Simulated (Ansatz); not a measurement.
SiC: response to strain

The reference is SiC in the zinc blende structure (space group F-43m, No. 216; a = 4.357 Å).

Strains are applied to the cell and any free atomic positions relax.

Computed with PBEsol (Ansatz, a program for electronic structure, PAW, scalar-relativistic without spin-orbit coupling).

| isotropic strain (%) | pressure (GPa) |
|---|---|
| -3 | 24.1 |
| -2.5 | 19.5 |
| -2 | 15.1 |
| -1.5 | 11.0 |
| -0.5 | 3.4 |
| 0 | 0.0 |
| 1 | -6.2 |
| 1.5 | ? |
| 3 | -16.5 |

Fit P = P₀ − Bδ + Cδ² with δ = (1 + ε)³ − 1 to the rows shown and predict the withheld row.

Least squares on the printed values gives P₀ = 0.0 GPa, B = 227 GPa, C = 544 GPa (largest residual 0.2 GPa); this predicts -9.3 GPa, and the run gives -9.1 GPa, 0.2 higher.

Whether these cells are dynamically stable was not tested.
